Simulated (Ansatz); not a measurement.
## WSi2 with two functionals, isotropic strain −0.86 %

Base system: WSi$_{2}$ (space group I4/mmm, No. 139; a = 3.229 Å, c = 7.870 Å; relaxed with 0.1 eV smearing).

(Cell as relaxed with PBE.)

Levels (all Ansatz, an electronic-structure program, PAW, earlier PAW set): PBE (420 eV, no spin-orbit coupling); r2SCAN (500 eV, no spin-orbit coupling).

Each level relaxes its own structure.

```json
[
 {"base": "volume per atom", "PBE": "13.68 Å³", "r2SCAN": "13.42 Å³"},
 {"base": "lattice parameter a", "PBE": "6.102 bohr", "r2SCAN": "6.070 bohr"},
 {"base": "band gap", "PBE": "zero", "r2SCAN": "zero"}
]
```

Perturbation: the cell is scaled by 0.9914 in all directions; the atoms relax in the strained cell.

```csv
quantity,PBE,r2SCAN
"pressure (mean of the normal stresses, compression positive)",6.0 GPa,(withheld)
band gap,zero,(withheld)
```

What does r2SCAN give?


- pressure (mean of the normal stresses, compression positive), r2SCAN: 6.4 GPa
- band gap, r2SCAN: zero

PBE's pressure lies 0.45 GPa below r2SCAN's; the two agree on the band gap. Neither level is exact; r2SCAN is the comparison here, not a measurement.

Whether these cells are dynamically stable was not tested. All final runs are without spin polarisation.
